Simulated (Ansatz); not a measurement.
Consider this model of amorphous Si16Al8O44.

```xyz
68
Lattice="9.3094 0.0000 0.0000 0.0000 9.3094 0.0000 0.0000 0.0000 9.3094" Properties=species:S:1:pos:R:3 pbc="T T T"
Si     3.5488     4.7863     3.5980
Si     4.9021     8.8573     7.8496
Si     4.0813     9.0451     4.9003
Si     4.3662     3.0318     1.3032
Si     5.7913     7.7438     0.9573
Si     3.8475     2.7629     5.7833
Si     7.8890     5.6881     1.1118
Si     5.0644     5.3722     5.8739
Si     0.7793     4.2012     6.1868
Si     8.9120     3.0141     1.2920
Si     2.9629     7.8407     0.6457
Si     5.4570     0.7862     2.5572
Si     1.2276     8.0952     5.2140
Si     9.1157     0.6875     8.8870
Si     0.2090     8.0593     1.6813
Si     7.4928     5.0354     7.4167
Al     6.7327     3.2005     4.2930
Al     1.9390     4.9694     1.0502
Al     8.9559     1.4258     6.2031
Al     6.5638     2.2356     8.5631
Al     1.9674     2.8957     8.3448
Al     8.8757     1.0665     3.6156
Al     8.7178     5.5860     4.5743
Al     2.4638     6.3003     7.4823
O      9.2991     6.3909     1.6569
O      1.8199     8.3705     1.6600
O      7.2697     3.4494     7.5065
O      2.6787     8.3463     4.4831
O      1.2689     1.3323     8.9254
O      5.3399     3.6102     5.6124
O      4.5884     3.9694     2.6358
O      3.4238     8.7143     8.6461
O      7.9907     2.0288     4.8985
O      6.6912     6.6083     1.6669
O      3.9437     1.3524     5.0290
O      4.4850     5.8709     4.4253
O      2.3522     6.4110     9.2998
O      1.5450     7.5564     6.7095
O      3.0048     3.7532     4.7852
O      8.9799     8.5189     0.2074
O      5.6200     3.1644     0.3455
O      8.2758     0.5899     7.5121
O      1.7408     4.6897     7.4101
O      4.6565     8.4197     6.2915
O      6.4465     5.8969     6.5227
O      0.6648     3.8751     0.3708
O      7.2434     4.8339     4.1494
O      6.2183     9.2556     1.3788
O      5.5781     0.9873     7.8929
O      8.1069     1.8759     0.3348
O      4.1289     1.4884     1.8647
O      0.6747     4.3591     4.6053
O      3.0293     3.5942     0.5038
O      4.2755     7.4374     1.4933
O      5.8141     7.7279     8.6333
O      0.2397     2.2509     2.5324
O      7.8410     5.7430     8.8147
O      6.4293     1.9649     3.0616
O      5.1531     8.9426     3.6841
O      3.3491     2.5907     7.2693
O      8.8143     5.2773     6.4657
O      0.2146     7.1103     4.4499
O      8.6898     8.9041     2.7454
O      7.8324     4.1702     1.6727
O      0.6894     2.6899     6.7801
O      2.3876     5.3775     2.6665
O      0.5227     0.3280     5.0994
O      4.0090     5.7208     7.0079
```

All values below come from PBE, scalar-relativistic without spin-orbit coupling (plane waves to 420 eV, PAW; Ansatz, an electronic-structure program).

A CHGNet melt-quench gave the starting glass, which DFT then relaxed. O atoms were pushed apart under 1.9 Å during the dynamics, to hinder bonds among them. It is the lowest in DFT energy of 2 quenches. It is a model cell: composition and starting density were chosen by hand, and all elements were melted together. No dispersion term was used. Its density started from a set value of 2.82 and ended at 2.82 g/cm³. The simulated quench (nominally 280 K/ps over its main leg) is rapid and tends to freeze in more defects than a deposited or slowly cooled glass has. One small periodic cell is one sample of the glass; other quenches scatter about these values. The volume was held where the preparation left it, at a PBE pressure of 5.4 GPa. Stress components on the final sampling reach 7.6 GPa.

Cut-offs for bonds: Si-Si 2.60 Å, Si-Al 2.55 Å, Si-O 1.94 Å, Al-Al 2.66 Å, Al-O 2.24 Å, O-O 1.58 Å. Two cations that share two anions don't count as bonded, nor two that share one unless they lie closer than Si-Si 2.38 Å, Si-Al 2.48 Å, Al-Al 2.59 Å.

Q: Give the coordination numbers, mean bond lengths and angles.

A: 
```json
{
 "Mean coordination of Si by anions": "4.00 (16 with 4)",
 "Mean coordination of Al by anions": "4.25 (7 with 4, 1 with 6)",
 "Mean coordination of O": "2.23 (34 with 2, 10 with 3)",
 "Mean Si-O bond": "1.636 Å (spread 0.039 Å, 64 counted)",
 "Mean Al-O bond": "1.813 Å (spread 0.105 Å, 34 counted)",
 "Bond angle at Si": "mean 109.4°, spread 6.9°",
 "Bond angle at Al": "mean 107.3°, spread 19.6°",
 "Bond angle at O": "mean 125.3°, spread 15.5°"
}
```

Q: Which atoms depart from the most common coordination of their element?

A: Al21 has 6 (O60 1.78 Å, O29 1.81 Å, O53 1.94 Å, O65 2.03 Å, O43 2.04 Å, O46 2.11 Å); O30 has 3 (Si6 1.72 Å, Si8 1.80 Å, Al17 1.96 Å); O33 has 3 (Al19 1.73 Å, Al17 1.82 Å, Al22 1.83 Å); O37 has 3 (Si11 1.69 Å, Al24 1.82 Å, Al18 1.84 Å); O43 has 3 (Si9 1.63 Å, Al24 1.77 Å, Al21 2.04 Å); O46 has 3 (Si10 1.65 Å, Al18 1.81 Å, Al21 2.11 Å); O50 has 3 (Si10 1.69 Å, Si14 1.73 Å, Al20 1.92 Å); O53 has 3 (Si4 1.66 Å, Al18 1.84 Å, Al21 1.94 Å); O61 has 3 (Si16 1.65 Å, Si9 1.69 Å, Al23 1.92 Å); O65 has 3 (Si9 1.63 Å, Al19 1.74 Å, Al21 2.03 Å); O67 has 3 (Si13 1.70 Å, Al19 1.79 Å, Al22 1.91 Å).

Q: List the pairs of like atoms that count as bonded by the rules above.

A: There are none by these rules.
